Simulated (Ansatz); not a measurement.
**Effect of pressure −2 GPa on YN**

The parent structure is YN in the rock salt structure (space group Fm-3m, No. 225; a = 4.896 Å).

Now apply this change: a negative pressure, −2 GPa.

Method: r2SCAN/PAW in Ansatz (a program for electronic structure), no spin-orbit coupling. Settings: 12×12×12 k-points, 0.05 eV Fermi–Dirac smearing.

Volume per atom: 14.85 Å³ (base 14.67 Å³)
Density: 5.76 g/cm³ (base 5.83 g/cm³)
Lattice parameter a: 4.916 Å (base 4.896 Å)
Shortest interatomic distance: 2.458 Å (base 2.448 Å)
Band gap: 0.60 eV (base 0.58 eV)
Gap character: indirect, Γ → X (base indirect, Γ → X)
Smallest direct gap: 1.01 eV (base 0.98 eV)
Width of the top valence band: 2.25 eV (base 2.28 eV)
Electron mass: 1.3 mₑ along k, 0.15 mₑ across (at X) (base 1.3 mₑ along k, 0.15 mₑ across (at X))
Hole mass (degenerate bands, along [100]): 0.17, 1.1, 1.1 mₑ (at Γ) (base 0.17, 1.1, 1.1 mₑ (at Γ))

Final structure:

```xyz
2
Lattice="0.0000 2.4578 2.4578 2.4578 0.0000 2.4578 2.4578 2.4578 0.0000" Properties=species:S:1:pos:R:3 pbc="T T T"
N      0.0000     0.0000     0.0000
Y      2.4578     2.4578     2.4578
```

Load acts through the strain it causes; cell and atoms are relaxed under it. Masses are band curvatures over ±0.01 Å⁻¹ around the edge. Along k means along the line from Γ to the band edge. Whether these cells are dynamically stable was not tested.
